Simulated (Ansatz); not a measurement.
By PBEsol, the system below comes out a metal.

The ballistic (Sharvin) conductance counts the channels at the Fermi level: G/A = (e²/h) × channels of both spins per area.

Here is the system:

```yaml
crystal:
  lattice:
    - [3.10060, 0.00000, 0.00000]
    - [-1.55030, 2.68520, 0.00000]
    - [1.55030, 0.89507, 2.53163]
  atoms:
    - { symbol: Nb, position: [0.00000, 0.50000, 0.50000] }
    - { symbol: N, position: [0.00000, 0.00000, 0.00000] }
```

The cell was relaxed by PBE-D3(BJ); by PBEsol it stands under a pressure of -1.1 GPa.

The current flows along the normal of the first two printed cell vectors, the (111) plane of the conventional cell. No spin-orbit coupling; the value is a mean over 0.1 eV about the Fermi level.

Question: Estimate the ballistic conductance per area that PBEsol run with Ansatz (an electronic-structure program) returns for this system.

Answer: 1.7 × 10¹⁵ S/m² for both spins.
